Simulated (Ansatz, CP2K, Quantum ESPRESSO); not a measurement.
**Code comparison for SiSbPt5 (P1, 7 atoms in the cell)**

Self-consistent single point, at a second geometry (atoms moved at random). First geometry:

```xyz
7
Lattice="3.9964 0.0000 0.0000 0.0000 3.9964 0.0000 0.0000 0.0000 7.2731" Properties=species:S:1:pos:R:3 pbc="T T T"
Si     0.0000     0.0000     3.6365
Sb     1.9982     1.9982     0.0000
Pt     0.0000     1.9982     2.1848
Pt     0.0000     1.9982     5.0883
Pt     1.9982     0.0000     2.1848
Pt     1.9982     0.0000     5.0883
Pt     0.0000     0.0000     0.0000
```

Second geometry:
```yaml
crystal:
  lattice:
    - [3.99638, 0.00000, 0.00000]
    - [0.00000, 3.99638, 0.00000]
    - [0.00000, 0.00000, 7.27309]
  atoms:
    - { symbol: Si, position: [0.99774, 0.01026, 0.50036] }
    - { symbol: Sb, position: [0.50832, 0.50397, 0.00150] }
    - { symbol: Pt, position: [0.99994, 0.50160, 0.30865] }
    - { symbol: Pt, position: [0.98493, 0.50144, 0.70528] }
    - { symbol: Pt, position: [0.49631, 0.99040, 0.29730] }
    - { symbol: Pt, position: [0.50277, 0.98872, 0.68609] }
    - { symbol: Pt, position: [0.00998, 0.00360, 0.00083] }
```

Shared settings, as Ansatz (a first-principles code) writes them: kpoints.mp_grid.grid = 6 6 3; scf.occupations.method = gaussian; scf.occupations.width = 0.1 eV. Potentials and cutoffs stand in the table.

```tsv
code	model	ΔF from the first geometry (meV/atom)	pressure (GPa)	largest force (eV/Å)	cutoff
Ansatz	LDA (PW92), PAW files made with PBE	9.0	-11.19	0.790	420 eV
Quantum ESPRESSO	LDA (PZ), GBRV 1.5 ultrasoft (LDA) pseudopotentials	8.9	-11.90	0.785	40 Ry
CP2K	LDA (Pade form), GPW, DZVP-MOLOPT-SR-GTH basis, GTH-PADE potentials (GTH_POTENTIALS)	5.5	-33.11	0.528	grid 500 Ry
```

Size of the force on each atom (eV/Å): Sizes of forces hide their directions.

```json
[
 {"code": "Ansatz", "Si1": "0.300", "Sb2": "0.041", "Pt3": "0.293", "Pt4": "0.462", "Pt5": "0.305", "Pt6": "0.790", "Pt7": "0.100"},
 {"code": "Quantum ESPRESSO", "Si1": "0.300", "Sb2": "0.044", "Pt3": "0.284", "Pt4": "0.462", "Pt5": "0.299", "Pt6": "0.785", "Pt7": "0.100"},
 {"code": "CP2K", "Si1": "0.150", "Sb2": "0.027", "Pt3": "0.222", "Pt4": "0.342", "Pt5": "0.233", "Pt6": "0.528", "Pt7": "0.108"}
]
```

On Ansatz's run: spin-orbit coupling is off. Spin polarisation is off.

The spread over the programs that give each value: ΔF from the first geometry within 3.5 meV/atom; pressure within 21.92 GPa; largest force within 0.262 eV/Å.

CP2K uses small atom-centred bases, whose incompleteness enters pressures, forces and empty levels differently from a plane-wave cutoff. Ansatz's pressure is given at a fixed set of plane waves, as the other plane-wave codes print theirs; with its correction for the finite basis it is -11.14 GPa. The same LDA comes in different parametrisations, which differ slightly. In the pressure, CP2K (by 21.57) lies more than 1 GPa from the median of the plane-wave programs. In the force vectors, CP2K (by 0.260) lies more than 0.08 eV/Å from the median of the plane-wave programs.

The starting cell comes from a database of computed structures (which also holds hypothetical and non-ambient phases and stackings), without a prior relaxation at this level. For this run, on top of that: atoms moved at random.

Keys are those of Ansatz 0.2.
